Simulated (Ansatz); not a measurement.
**How the band gap of In2Si2O7 (Fd-3m, No. 227; start mp-19784) moves with the method**

No measured value is used here.

### Question
Put these levels in order of the band gap that they give for In2Si2O7 (Fd-3m, No. 227; start mp-19784), smallest first: HSE06 (Ansatz, a program for electronic structure), PBEsol+SOC (Ansatz), r²SCAN+SOC (Ansatz).

### Answer
PBEsol+SOC (1.95 eV), r²SCAN+SOC (2.65 eV), HSE06 (3.69 eV)

Computed values are for a static lattice. Spin–orbit coupling is included only where a level's name says +SOC; with heavier elements it mostly lowers gaps and can invert bands.  Values are at the PBEsol cell. Cutoffs and k meshes differ between the levels. Ansatz's density-functional and Hartree–Fock values are scalar-relativistic unless marked +SOC, with PAW data made under PBE.

A start named mp-… is a Materials Project structure, which can be a computed phase never made.
